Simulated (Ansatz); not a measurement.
What S → Se does to PbS

The parent structure is PbS in the rock salt structure (space group Fm-3m, No. 225; a = 5.903 Å).

Perturbation: full substitution S → Se, then cell and atoms are relaxed.

Method: PBEsol (Ansatz, a quantum-chemistry and plane-wave program), without spin-orbit coupling, earlier PAW set. k-mesh 9×9×9 (Γ-centred); smearing 0.05 eV (Fermi–Dirac), for the changed cell.

| quantity | base | changed | shift |
|---|---|---|---|
| volume per atom | 25.71 Å³ | 28.39 Å³ | +2.68 Å³ |
| density | 7.73 g/cm³ | 8.37 g/cm³ | +0.64 g/cm³ |
| lattice parameter a | 5.903 Å | 6.102 Å | +0.199 Å |
| space group | Fm-3m (No. 225) | Fm-3m (No. 225) | – |
| shortest interatomic distance | 2.951 Å | 3.051 Å | +0.0994 Å |
| band gap | 0.20 eV | 0.17 eV | -0.03 eV |
| gap character | direct at L | direct at L | – |
| width of the top valence band | 3.57 eV | 3.31 eV | -0.26 eV |
| electron mass | 0.073 mₑ along k, 0.15 mₑ across (at L) | 0.069 mₑ along k, 0.12 mₑ across (at L) | – |
| hole mass | – | 0.075 mₑ along k, 0.094 mₑ across (at L) | – |

Final structure:

```
PbSe
1.0
    0.00000     3.05077     3.05077
    3.05077     0.00000     3.05077
    3.05077     3.05077     0.00000
Se Pb
1 1
Direct
  0.00000   0.00000   0.00000
  0.50000   0.50000   0.50000
```

With Pb present, leaving out spin-orbit coupling can change the band edges. Effective masses come from finite differences of ±0.01 Å⁻¹. Along k means along the line from Γ to the band edge. No phonon test of stability was made. A zero or small gap of PbSe and PbS can be the functional's error rather than a property of the material.
